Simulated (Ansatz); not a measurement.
## PbS: Pb → Tl

Start from PbS in the rock salt structure (space group Fm-3m, No. 225; a = 5.9030 Å).

Now apply this change: every Pb is replaced by Tl; the structure is relaxed again.

The values are results of PBEsol/PAW in Ansatz (a program for electronic structure), no SOC, not measurements. Settings: 14×14×14 k-points, 0.05 eV Fermi–Dirac smearing.

```
quantity                                  base          changed        shift
-----------------------------  ---------------  ---------------  -----------
volume per atom                       25.71 Å³         23.46 Å³     -2.25 Å³
density                             7.73 g/cm³       8.37 g/cm³  +0.64 g/cm³
lattice parameter a                    5.903 Å          5.726 Å     -0.177 Å
space group                    Fm-3m (No. 225)  Fm-3m (No. 225)            –
shortest interatomic distance          2.952 Å          2.863 Å     -0.089 Å
band gap                               0.19 eV             zero            –
```

Final structure:

```
CELL_PARAMETERS angstrom
      0.00000     2.86285     2.86285
      2.86285     0.00000     2.86285
      2.86285     2.86285     0.00000
ATOMIC_POSITIONS crystal
  Tl 0.00000 0.00000 0.00000
  S  0.50000 0.50000 0.50000
```

With Pb present, leaving out spin-orbit coupling can change the band edges. Whether these cells are dynamically stable was not tested. As relaxed here, TlS is a hypothetical phase, not in the database extracts checked. The base started in Pnma and relaxed to Fm-3m at this level. All final runs are without spin polarisation. An odd electron count without spin: TlS. A zero or small gap of PbS can be the functional's error rather than a property of the material.
